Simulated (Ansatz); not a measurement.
The starting structures come from a database of crystals and need not be the phases stable at ambient conditions.

By PBEsol, the system below comes out a metal.

The ballistic (Sharvin) conductance counts the channels at the Fermi level: G/A = (e²/h) × channels of both spins per area.

Input:

```
CELL_PARAMETERS angstrom
      4.28660     0.00000     0.00000
     -2.14330     5.28378     0.00000
      0.00000     0.00000     3.83365
ATOMIC_POSITIONS crystal
  Y  0.14063 0.28126 0.25000
  Y  0.85937 0.71874 0.75000
  Si 0.42448 0.84896 0.25000
  Si 0.57552 0.15104 0.75000
```

Space group of this cell: Cmcm. The cell is taken as given; by PBEsol its mean pressure is -2.7 GPa.

The current flows along the normal of the first two printed cell vectors. No spin-orbit coupling; the value is a mean over 0.1 eV about the Fermi level.

Q: State the ballistic conductance per area according to PBEsol (Ansatz, a program for electronic structure).

A: 0.70 × 10¹⁵ S/m² for both spins.
